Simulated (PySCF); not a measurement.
PySCF 2.14.0, WB97X/def2-svp, df: Ti(Cl)(Me)3 ([CH3][Ti]([CH3])([CH3])[Cl]), 14 atoms. The geometry is a generated start, not checked to be a minimum at this level.

```
Quantity                       Value
-------------------  ---------------
task                          energy
method                         wb97x
basis                       def2-svp
two-electron scheme  density fitting
mol.max_memory               3000 MB
mf.max_cycle                     100
mf.DIIS              CDIIS (default)
mf.conv_tol          1e-09 (default)
mf.grids.level           3 (default)
basis functions                  136
grid points                   170416
```

```xyz
14

Ti     0.3943     0.3152    -0.3308
Cl     1.8127     1.4856    -1.5038
C      1.3077    -0.7681     1.1702
H      1.5391    -0.1217     2.0320
H      2.2602    -1.1818     0.7969
H      0.6960    -1.6074     1.5358
C     -0.6569    -1.0344    -1.4825
H     -1.4554    -0.5268    -2.0481
H     -1.1249    -1.8390    -0.8927
H      0.0263    -1.5016    -2.2115
C     -1.0041     1.5133     0.6042
H     -0.4947     2.3196     1.1583
H     -1.6378     0.9613     1.3146
H     -1.6625     1.9858    -0.1425
```

Charge 0 and multiplicity 1 are set for this test and not shown to be the ground state.

With the defaults (mf.diis = true, mf.init_guess = minao, mf.damp = 0, mf.diis_start_cycle = 1, mf.level_shift = 0, mf.diis_space = 8) it converges in 15 Fock builds. One run each on 2 threads, 1 BLAS thread, with these changes:
- mf.init_guess = mod_huckel
- mf.init_guess = 1e
- mf.level_shift = 1 Hartree
- mf.init_guess = atom
- mf.damp = 0.7, mf.diis_start_cycle = 8
- mf.diis_space = 20
- mf.diis = false, mf.damp = 0.7, mf.diis_start_cycle = 999
- mf.init_guess = sap
- mf.diis = false

Question: Name the settings that don't reach the solution of the defaults.

Answer: No convergence: mf.diis = false (the run ends without SCF convergence in 100 cycles). The rest reach the solution of the defaults.

```
setting                                                    Fock builds             end
---------------------------------------------------------  -----------  --------------
the defaults                                                        15   same solution
mf.init_guess = atom                                                15   same solution
mf.diis_space = 20                                                  15   same solution
mf.init_guess = mod_huckel                                          17   same solution
mf.damp = 0.7, mf.diis_start_cycle = 8                              18   same solution
mf.init_guess = sap                                                 21   same solution
mf.init_guess = 1e                                                  22   same solution
mf.level_shift = 1 Hartree                                          29   same solution
mf.diis = false, mf.damp = 0.7, mf.diis_start_cycle = 999           42   same solution
mf.diis = false                                                    101  no convergence
```
